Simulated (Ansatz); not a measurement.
Input:

```
Mo
1.0
    4.41913     0.00000     0.00000
    2.20957     3.82708     0.00000
    2.20957    -1.27569     0.91725
Mo
1
Direct
  0.00000   0.00000   0.00000
```

No spin polarisation.

The values are results of r2SCAN (Ansatz, a program for electronic structure, PAW, scalar-relativistic without spin-orbit coupling), not measurements. k-mesh 29×29×29 (Γ-centred); smearing 0.1 eV (Fermi–Dirac).

Predict the band gap and pressure.


- Band gap: zero
- Pressure (mean of the normal stresses, compression positive): 2.3 GPa

The cells carry an imposed strain or load. Stability against distortions was not tested. All final runs are without spin polarisation. The cell was made from Mo in the bcc (W type) structure (space group Im-3m, No. 229) by this change: biaxial strain −0.83 %, plane normal [111], relaxed out of plane.
